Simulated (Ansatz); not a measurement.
Functionals compared on the (100) surface of rock-salt TiC, Nb on all Ti sites of the second plane (bottom of the slab: a bare face, its two planes held), in Ansatz (plane waves, PAW). The structure was relaxed with PBE; the other rows are single points on it. Cutoff 420 eV (500 eV for r2SCAN).

Model: 12-atom slab, 10.9 Å thick at the start with caps and adatoms (thin: gaps and levels are the slab's own), 12x12x1 mesh, Fermi-Dirac 0.1 eV, dipole correction, 4 atoms held, the rest relaxed; held to the start's symmetry, so lower structures may exist; no spin, no spin-orbit, no U. In PBE it lies 0.27 eV a 1x1 cell over the lowest computed structure of the same composition (Nb on all Ti sites of the top plane). These notes are the PBE run's.

```csv
functional,work function of the top face (eV),rough cost of the single point
PBE,4.05,–
RPBE,3.89,roughly 16 core-seconds
r2SCAN,?,around 30 core-seconds (rough)
```

Task: Complete the blanks.

Result: 
- r2SCAN, work function of the top face (eV): 4.08

Ansatz is a first-principles code.
